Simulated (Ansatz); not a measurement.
For CsCl-type HfOs, LDA in Ansatz (plane waves, PAW) gives:

lattice parameter a: 3.200 Å
formation enthalpy: -0.661 eV/atom

What does r²SCAN (Ansatz, a first-principles code, PAW) give for the same quantities?


- lattice constant a: 3.244 Å (grows by 1.4 %)
- formation enthalpy: -0.774 eV/atom (moves by -0.113 eV/atom)

For comparison: lattice constant a 3.239 Å (measured, temperature not stated, copied from a table, unchecked, no zero-point or thermal correction; as tabulated in Transactions of the Metallurgical Society of Aime 215, 283 (1959)).

Changes are worked out from the printed values.

Unless a cell is named, each level is at its own relaxed cell (LDA 16.38, r²SCAN 17.08 Å³/atom).

Levels without +SOC leave out spin–orbit coupling, which shifts energies and cells of such heavy elements.

Ansatz's density-functional and Hartree–Fock values are scalar-relativistic unless marked +SOC, with PAW data made under PBE.
